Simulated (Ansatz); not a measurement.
## Cs2W3SeO12 (P6₃, No. 173; cell taken from a computed entry): band gap by level of theory

No measured value is used here.

| level (code) | value (eV) |
|---|---|
| LDA (Ansatz) | 2.68 |
| PBE (Ansatz) | 2.78 |
| PBEsol (Ansatz) | 2.73 |
| r²SCAN (Ansatz) | 3.07 |

Computed values are for a static lattice. Spin–orbit coupling is included only where a level's name says +SOC; with heavier elements it mostly lowers gaps and can invert bands.  Values are at the PBEsol cell. Cutoffs differ between the levels. Ansatz's density-functional and Hartree–Fock values are scalar-relativistic unless marked +SOC, with PAW data made under PBE.

Ansatz is a quantum-chemistry and plane-wave program.
